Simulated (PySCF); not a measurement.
PySCF 2.14.0, unrestricted PBE/def2-svp, df: arsenic trifluoride cation (F[As](F)F), charge +1, multiplicity 2, 4 atoms. The geometry is a generated start, not checked to be a minimum at this level.

```yaml
task: energy
method: pbe
basis: def2-svp
two_electron_scheme: density fitting
mol.max_memory: 3000 MB
mf.max_cycle: 100
mf.init_guess: minao (default)
mf.conv_tol: 1e-09 (default)
mf.grids.level: 3 (default)
basis_functions: 74
grid_points: 63216
```

```xyz
4

F     -0.8183    -1.1858    -0.2289
As     0.0064     0.0012     0.7071
F      1.4311    -0.1151    -0.2457
F     -0.6192     1.2996    -0.2325
```

Charge 1 and multiplicity 2 are set for this test and not shown to be the ground state.

With the defaults (mf.DIIS = CDIIS, mf.diis_space = 8, mf.diis = true, newton = off, mf.level_shift = 0) it converges in 14 Fock builds. One run each on 2 threads, 1 BLAS thread, with these changes:
- mf.diis_space = 3
- mf.level_shift = 1 Hartree
- newton = Hessian by the SCF's own integrals
- mf.DIIS = ADIIS
- mf.diis = false
- mf.diis_space = 5
- mf.diis_space = 12
- mf.DIIS = EDIIS
- mf.level_shift = 0.3 Hartree

### Question
Which of these changes keep the SCF from converging, or lead it to another solution?

### Answer
No convergence: mf.DIIS = EDIIS; mf.diis_space = 3; mf.diis = false (the run ends without SCF convergence in 100 cycles). The rest reach the solution of the defaults.

| setting | Fock builds | end |
|---|---|---|
| the defaults | 14 | same solution |
| mf.diis_space = 12 | 14 | same solution |
| mf.diis_space = 5 | 18 | same solution |
| mf.level_shift = 0.3 Hartree | 19 | same solution |
| mf.DIIS = ADIIS | 28 | same solution |
| newton = Hessian by the SCF's own integrals | 51 | same solution |
| mf.level_shift = 1 Hartree | 71 | same solution |
| mf.DIIS = EDIIS | 101 | no convergence |
| mf.diis_space = 3 | 101 | no convergence |
| mf.diis = false | 101 | no convergence |

Under newton the count holds the products with the orbital Hessian.
